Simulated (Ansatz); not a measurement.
LuAlO3 (Pnma), Ansatz (a first-principles code) with PBEsol, rigid bands. Band gap 5.84 eV, N_c = 6.26e18 cm⁻³ and N_v = 1.69e20 cm⁻³ at 300 K, conductivity masses along x (a = (5.33, 0.00, 0.00) Å; b = (0.00, 7.30, 0.00) Å; c = (0.00, 0.00, 5.08) Å) of 0.428 mₑ (electrons) and 3.49 mₑ (holes). Take k_BT = 0.02585 eV.

Find the intrinsic carrier density and the intrinsic Fermi level.

n_i = √(N_c N_v) exp(−E_g/2k_BT) = 3.25e19 × exp(−112.95) = 2.9e-30 cm⁻³. The level lies (k_BT/2) ln(N_v/N_c) = 43 meV from mid-gap (positive towards the conduction band). Each 0.1 eV added to the gap lowers n_i by a factor of 6.9.

A film of it is 3 nm thick, with its normal along the direction named. Estimate the confinement energies in an infinite well.

ħ²π²/(2m t²) = 0.376 eV·nm²/(m/mₑ × t²) gives 97.6 meV for electrons and 12.0 meV for holes, so the gap would widen to about 5.95 eV. Finite barriers and nonparabolic bands lower this, and with several valleys or bands the heaviest mass along the normal sets the lowest level, not this average.

What thermal injection velocity √(2k_BT/πm) limits a ballistic channel along the direction named?

8.22e6 cm/s for electrons and 2.88e6 cm/s for holes, a ratio of √(m_h/m_e) = 2.86, for dilute carriers.

Rigid bands with the computed gap; masses take one relaxation time for all states. Spin-orbit coupling is left out; where it splits the top of the valence band, N_v and the p-type Seebeck coefficient come out somewhat high without it.

Computed structure with no diffraction record at hand here (it may be known, metastable or hypothetical): LuAlO3 (Pnma).
